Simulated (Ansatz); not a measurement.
## CdSiN2 (model structure, started from the AgBiO2 type, R-3m, No. 166, 4 atoms in the cell)

Method: r²SCAN (Ansatz, a program for electronic structure, PAW).

Settings: plane-wave cutoff 560 eV, 18×18×18 k mesh, Fermi–Dirac smearing 0.05 eV, scalar-relativistic PAW data made under PBE.

Cell (relaxed at this level):

CdN2Si has the trigonal space group R-3m, hexagonal axes (No. 166), Pearson symbol hR4. Cell: a = b = 2.907 Å, c = 17.936 Å, α = β = 90.00°, γ = 120.00°. Cd on 3b sees 2 N at 2.056 Å (linear). Si on 3a has 6 N at 1.920 Å (octahedral). N on 6c sees 3 Si at 1.920 Å and 1 Cd at 2.056 Å (tetrahedral). (Neighbours: up to the widest gap in distance over summed covalent radii, below 1.35, at either atom; cation-cation and far metal-metal contacts left out.)
(The calculation used a cell of 4 atoms; values per cell refer to that cell.)

```yaml
band_gap: 0.30 eV
smallest_direct_gap_on_the_k_points_sampled: 0.83 eV
direct gap at Γ: 1.59 eV
```

Note: the relaxation could raise the start's symmetry but not lower it, so the cell can be a saddle point.

Spin–orbit coupling is not included.

The computed numbers hold no vibrational or temperature effects.

A model structure was made by putting elements into a prototype or built by hand; it is no filed structure, need not be a known phase, and can be a saddle point held by its symmetry.
